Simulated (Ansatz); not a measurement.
MgIn2O4 (Imma, No. 74, 14 atoms in the cell; start mp-676338) was calculated with PBEsol (Ansatz, a first-principles code, PAW).

Run with plane-wave cutoff 520 eV, 8×8×8 k mesh, Fermi–Dirac smearing 0.01 eV, scalar-relativistic PAW data made under PBE.

Cell (relaxed with PBEsol):

```
In2MgO4
1.0
   -3.11973     3.17991     4.42559
    3.11973    -3.17991     4.42559
    3.11973     3.17991    -4.42559
Mg In O
2 4 8
Cartesian
  1.55986   1.58995   2.21279
 -1.55986   1.58995   2.21279
  0.00000   4.76986   1.16579
  3.11973  -1.58995   3.25980
  3.11973   0.00000   0.00000
  0.00000   0.00000   4.42559
  3.11973   0.15681   2.14885
  0.00000   3.02310   2.27674
  3.11973   3.02310   2.14885
  0.00000   0.15681   2.27674
  1.64593   1.58995   0.10532
  1.47380   1.58995   4.32027
  4.59352   1.58995   0.10532
 -1.47380   1.58995   4.32027
```

What does this level give for the band gap?


band gap: 1.39 eV

Spin–orbit coupling is not included.

Static lattice: no zero-point or thermal effects.

The result took around 80 core-seconds (rough).

A start named mp-… is a Materials Project structure, which need not be a measured phase.
